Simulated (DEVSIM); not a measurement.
System: Schottky contact on n-type β-Ga2O3, at 300 K.

Layer 1 from the left is β-Ga2O3, thickness (μm) 0.420, Nd (cm⁻³) 1.5e15, τn (s) 5.4e-10, τp (s) 5.4e-10. Layer 2 from the left is β-Ga2O3, thickness (μm) 44.0, Nd (cm⁻³) 1.2e18, τn (s) 5.4e-10, τp (s) 5.4e-10.

Left contact: Schottky, work function 5.12 eV, emission velocity 6.1e6 cm/s. Right contact: ohmic. Voltage is applied to the left contact. Recombination: SRH at mid-gap, radiative. Mobility is μmin + (μ − μmin)/(1 + (N/Nref)^α).

Constants are typed, rounded textbook-type inputs, not results; the design itself was drawn at random and stands for no fabricated device. Values at 300 K.

β-Ga2O3: gap (eV) 4.8, affinity (eV) 4, permittivity 10, Nc (cm⁻³) 3.7e18, Nv (cm⁻³) 5e20, μn (cm²/Vs) 160, μp (cm²/Vs) 1, μn,min 20, μp,min 0.1, Nref,n 1e18, Nref,p 1e18, αn 0.8, αp 0.8, B (cm³/s) 1e-12.

Model (solved in DEVSIM): 1D drift-diffusion, Boltzmann statistics, complete ionisation; no tunnelling, impact ionisation, image-force lowering or self-heating. Metal contacts follow the ideal Schottky-Mott rule: no Fermi-level pinning, no interface dipoles.

What does the simulation give for the dark forward voltage at 100 A/cm², the dark forward voltage at 1 A/cm², the potential step across the device at zero bias?

dark forward voltage at 100 A/cm² 0.995 V; dark forward voltage at 1 A/cm² 0.777 V; potential step across the device at zero bias 1.091 V.
